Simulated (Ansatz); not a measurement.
Start from CdSe in the zinc blende structure (space group F-43m, No. 216; a = 6.196 Å).

(Cell as relaxed with PBE.)

Levels (all Ansatz, a first-principles code, PAW, earlier PAW set): PBE (420 eV, spin-orbit coupling left out); r2SCAN (500 eV, no spin-orbit coupling).

Each level relaxes its own structure.

```tsv
base	PBE	r2SCAN
volume per atom	29.74 Å³	28.84 Å³
lattice parameter a	6.196 Å	6.133 Å
band gap	0.49 eV	1.03 eV
```

Modification: cell and atoms relaxed at a pressure of 0.7 GPa.

```tsv
quantity	PBE	r2SCAN
hole mass (degenerate bands, along [100])	0.056, 0.71, 0.71 mₑ (at Γ)	0.099, 0.69, 0.69 mₑ (at Γ)
band gap	0.52 eV	1.06 eV
volume per atom	29.29 Å³	28.47 Å³
```

PBE's band gap lies 0.54 eV below r2SCAN's; PBE's volume per atom lies 0.82 Å³ above r2SCAN's (2.9 %). Neither level is exact; r2SCAN is the comparison here, not a measurement.

Load acts through the strain it causes; cell and atoms are relaxed under it. Effective masses come from finite differences of ±0.01 Å⁻¹. Stability against distortions was not tested.
